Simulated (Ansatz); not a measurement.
MoS2: pressure series

The reference is MoS$_{2}$ in the 2H-MoS2 type structure (space group P6_3/mmc, No. 194; a = 3.173 Å, c = 12.437 Å; layered, stacked along the Cartesian z axis).

Cell and atoms are relaxed at each pressure.

All numbers come from DFT with r2SCAN+rVV10, PAW potentials and a 500 eV plane-wave cutoff in Ansatz (a first-principles code), no spin-orbit coupling.

Computed cases, in order: 0 GPa (base); pressure 0.9 GPa; pressure 2.1 GPa; pressure 4.5 GPa; pressure 9 GPa; pressure 15 GPa; pressure 22.5 GPa; pressure 30 GPa.

Problem. Between which two neighbouring cases does the band gap open or close?

Solution. Between pressure 22.5 GPa (0.13 eV) and pressure 30 GPa (zero). The whole series: 0 GPa (base): 1.01 eV; pressure 0.9 GPa: 0.93 eV; pressure 2.1 GPa: 0.85 eV; pressure 4.5 GPa: 0.72 eV; pressure 9 GPa: 0.54 eV; pressure 15 GPa: 0.35 eV; pressure 22.5 GPa: 0.13 eV; pressure 30 GPa: zero.

A case with no gap was solved on a k-mesh chosen for an insulator, which is coarse for it. Load acts through the strain it causes; cell and atoms are relaxed under it. Whether these cells are dynamically stable was not tested. Competing high-pressure phases were not computed. All final runs are without spin polarisation. The zero or small gap of MoS2 under pressure 22.5 GPa and MoS2 under pressure 30 GPa can change with the level of theory.
